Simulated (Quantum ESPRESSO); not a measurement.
Cost against accuracy: conv_thr for Ga4BiAs3 (Amm2, 8 atoms in the cell)

Cell: a = 4.1911 Å, b = 7.2628 Å, c = 7.2628 Å, α = 70.74°, β = 90.00°, γ = 90.00°.

Level of theory: PBEsol, PseudoDojo standard norm-conserving (PBESOL) pseudopotentials (plane waves; Quantum ESPRESSO 7.5).

Base settings: ecutwfc = 85 Ry; occupations = smearing; smearing = marzari-vanderbilt; degauss = 0.0147 Ry; potentials = {Ga: Ga.upf, Bi: Bi.upf, As: As.upf}; K_POINTS = automatic 5 3 3 0 0 0; conv_thr = 1e-10 Ry; mixing_beta = 0.7.

Misses are taken against the tightest run, 7.3e-14 Ry, which need not be fully converged itself. The energy is the free energy per atom.

The count of work is k-points × plane waves × bands × iterations; it is no time, and leaves out set-up, grids and terms that scale otherwise. Core times come from one kind of shared machine and are given to one figure; runs under 30 s give none.

The starting cell comes from a database of computed structures (which also holds hypothetical and non-ambient phases and stackings), without a prior relaxation at this level. The run gives no clean gap (levels at the Fermi energy touch, overlap or are partly filled at this smearing), which alone does not show that the compound is a metal.

The runs (conv_thr): 0.0073 Ry | 0.00073 Ry | 7.3e-05 Ry | 7.3e-06 Ry | 7.3e-07 Ry | 7.3e-08 Ry | 7.3e-10 Ry | 1e-10 Ry | 7.3e-12 Ry | 7.3e-14 Ry.

Q: Which is the coarsest setting among those run that, with all tighter ones, holds the energy within 5 meV/atom of the reference, and what does it save?

A: 0.00073 Ry, off by 0.09 meV/atom; it needs 0.31 of the reference's count of work and about 0.2 of the reference's time.

Q: What does the step from 0.0073 Ry to 7.3e-12 Ry buy?

A: It takes the miss in the energy from 5.5 to 0.00 meV/atom, for 3.5 times the count of work and roughly 4 times the time.

| conv_thr | energy less reference (meV/atom) | largest difference in the force on any atom (eV/Å) | count of work / reference | core time / reference (rough) |
|---|---|---|---|---|
| 0.0073 Ry | 5.46 | 1.097 | 0.25 | 0.2 |
| 0.00073 Ry | 0.09 | 0.615 | 0.31 | 0.2 |
| 7.3e-05 Ry | 0.09 | 0.615 | 0.31 | 0.2 |
| 7.3e-06 Ry | 0.00 | 0.025 | 0.44 | 0.4 |
| 7.3e-07 Ry | 0.00 | 0.014 | 0.50 | 0.3 |
| 7.3e-08 Ry | 0.00 | 0.003 | 0.56 | 0.4 |
| 7.3e-10 Ry | 0.00 | 0.000 | 0.69 | 0.4 |
| 1e-10 Ry | 0.00 | 0.000 | 0.75 | 0.4 |
| 7.3e-12 Ry | 0.00 | 0.000 | 0.88 | 0.8 |
| 7.3e-14 Ry | 0.00 | 0.000 | 1.0 | 1 |
